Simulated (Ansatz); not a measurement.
Subject: the energy of the reaction as written. Reaction: 2/9 cell B + 5/18 N2 (gas) → cell A. A negative value means that the right-hand side lies lower.

Cell A: a slab of TiAl (P4/mmm) cut along (101), 17 atoms, rectangular cell of 2.82 × 9.92 Å (28.0 Å²), symmetry Pm within 0.02 Å, 8.2 Å thick under 16 Å of vacuum, in-plane vectors held at the crystal's; planes from bottom to top: Ti2Al2 × 4 | N, its two faces unlike (dipole correction applied); added, foreign or displaced atoms, above the top plane: N bound to 2 Ti at 1.85 Å and 1 Al at 1.90 Å; spin state with PBE: run without spin, k-point mesh 16×5×1.
```xyz
17
Lattice="2.8237 0.0000 0.0000 0.0000 9.9163 0.0000 0.0000 0.0000 24.0837" Properties=species:S:1:pos:R:3 pbc="T T T"
Ti     1.4119     5.9548     8.0051
Al     0.0000     3.4604     7.8931
Ti     1.4119     4.3772    10.2588
Al     0.0000     1.9039    10.3384
Ti     1.4119     2.7818    12.6360
Al     0.0000     0.2690    12.7222
Ti     1.4119     1.1770    15.1962
Al     0.0000     8.4777    14.9793
Ti     1.4119     1.0157     8.1020
Al     0.0000     8.4432     7.9228
Ti     1.4119     9.3543    10.3561
Al     0.0000     6.8600    10.2456
Ti     1.4119     7.6905    12.5550
Al     0.0000     5.2263    12.5444
Ti     1.4119     6.0050    14.7798
Al     0.0000     3.6689    15.1881
N      0.0000     1.9869    16.0658
```

Cell B: a slab of TiAl (P4/mmm) cut along (101), 74 atoms, rectangular cell of 8.47 × 14.87 Å (126.0 Å²), symmetry P1 within 0.02 Å, 8.1 Å thick under 16 Å of vacuum, in-plane vectors held at the crystal's; planes from bottom to top: Ti9Al9 × 4 | N2, its two faces unlike (dipole correction applied); added, foreign or displaced atoms, above the top plane: N bound to 2 Ti at 1.86 Å and 1 Al at 1.95 Å; N bound to 2 Ti at 1.86 Å and 1 Al at 1.94 Å; spin state with PBE: run without spin, k-point mesh 4×3×1.
```
CELL_PARAMETERS angstrom
      8.47111     0.00000     0.00000
      0.00000    14.87441     0.00000
      0.00000     0.00000    24.08375
ATOMIC_POSITIONS crystal
  Ti 0.16670 0.73204 0.33379
  Al 0.00012 0.56460 0.32840
  Ti 0.16669 0.62703 0.42784
  Al 0.00053 0.45990 0.42816
  Ti 0.16615 0.51988 0.52467
  Al 0.00070 0.35185 0.52537
  Ti 0.16784 0.41233 0.62467
  Al 0.00027 0.24627 0.63034
  Ti 0.16638 0.06598 0.33576
  Al 0.00012 0.89877 0.32892
  Ti 0.16634 0.96055 0.42947
  Al 0.00017 0.79333 0.42637
  Ti 0.16685 0.85008 0.52222
  Al 0.99954 0.68447 0.52358
  Ti 0.16929 0.74167 0.61582
  Al 0.99651 0.58029 0.62235
  Ti 0.16680 0.39896 0.33567
  Al 0.00027 0.23167 0.32997
  Ti 0.16691 0.29390 0.42972
  Al 0.99950 0.12693 0.42896
  Ti 0.16696 0.18556 0.52475
  Al 0.99963 0.01832 0.52743
  Ti 0.16576 0.08132 0.62455
  Al 0.00045 0.90804 0.62031
  Ti 0.50002 0.73211 0.33372
  Al 0.33305 0.56451 0.32856
  Ti 0.50021 0.62628 0.42736
  Al 0.33309 0.46028 0.42861
  Ti 0.50020 0.52009 0.52469
  Al 0.33402 0.35250 0.52711
  Ti 0.49958 0.41654 0.62495
  Al 0.33828 0.24349 0.62001
  Ti 0.49995 0.06603 0.33558
  Al 0.33322 0.89866 0.32908
  Ti 0.50016 0.96070 0.42907
  Al 0.33417 0.79324 0.42677
  Ti 0.50007 0.85218 0.52368
  Al 0.33399 0.68467 0.52310
  Ti 0.49836 0.74188 0.61639
  Al 0.33235 0.57948 0.63028
  Ti 0.49970 0.39929 0.33568
  Al 0.33324 0.23179 0.32981
  Ti 0.49987 0.29355 0.42939
  Al 0.33253 0.12664 0.42820
  Ti 0.50022 0.18252 0.52278
  Al 0.33237 0.01753 0.52604
  Ti 0.50058 0.07808 0.61842
  Al 0.33208 0.91148 0.62387
  Ti 0.83338 0.73225 0.33369
  Al 0.66682 0.56458 0.32834
  Ti 0.83306 0.62687 0.42752
  Al 0.66629 0.45996 0.42802
  Ti 0.83321 0.51788 0.52321
  Al 0.66549 0.35193 0.52563
  Ti 0.83389 0.41038 0.61808
  Al 0.66146 0.24711 0.62339
  Ti 0.83360 0.06624 0.33572
  Al 0.66669 0.89873 0.32903
  Ti 0.83358 0.96015 0.42920
  Al 0.66573 0.79333 0.42659
  Ti 0.83321 0.84994 0.52210
  Al 0.66637 0.68471 0.52343
  Ti 0.83221 0.74534 0.61645
  Al 0.67113 0.58004 0.62278
  Ti 0.83340 0.39907 0.33544
  Al 0.66642 0.23177 0.32974
  Ti 0.83312 0.29373 0.42898
  Al 0.66789 0.12660 0.42830
  Ti 0.83273 0.18695 0.52551
  Al 0.66818 0.01774 0.52595
  Ti 0.83393 0.08222 0.62494
  Al 0.66789 0.91181 0.62383
  N  0.00037 0.12899 0.66637
  N  0.33151 0.46249 0.66607
```

Reference: an isolated N2 molecule (singlet) in a box of 11 × 11 × 13 Å.

Plane-wave PAW calculations with Ansatz (a first-principles code), its default PAW set, cutoff 420 eV, 500 eV for r2SCAN. The structures are at rest with PBE, within the held lattices; other levels are single points on them. Neutral cells; Fermi-Dirac smearing of at most 0.10 eV in the solids, energies taken to zero width. The lattices are those relaxed with PBE, so at other levels the solids can be strained, which adds to the spread. Larger cells are relaxed from a start prepared with the learned potential CHGNet, on a coarser mesh till forces fall under 0.03 eV/Å, which some starts already meet. A dispersion term (D3(BJ), or D4 for r2SCAN) was computed beside these levels and is taken off wherever the name lacks it. The PAW files were made for PBE and serve at the other functionals too. Space groups of crystals are read within 0.01 Å. Nuclei at rest; no vibrational terms. The structures are the rest points that the relaxations reached, not proven lowest. No correction for cell size. The cells' k-point meshes differ in density, so the last digit is unsettled. Cell A has symmetry Pm within 0.02 Å and got no random move, so less symmetric positions, which may lie lower, weren't tried.

Q: Predict the value from PBE.

A: -0.88 eV, for 2/9 cell B + 5/18 N2 (gas) → cell A.

Q: How does the value move with the functional?

A: 
```csv
Method,value (eV),less PBE
r2SCAN,-1.05,-0.17
```

The levels shown span 0.17 eV, from r2SCAN (-1.05) to PBE (-0.88).
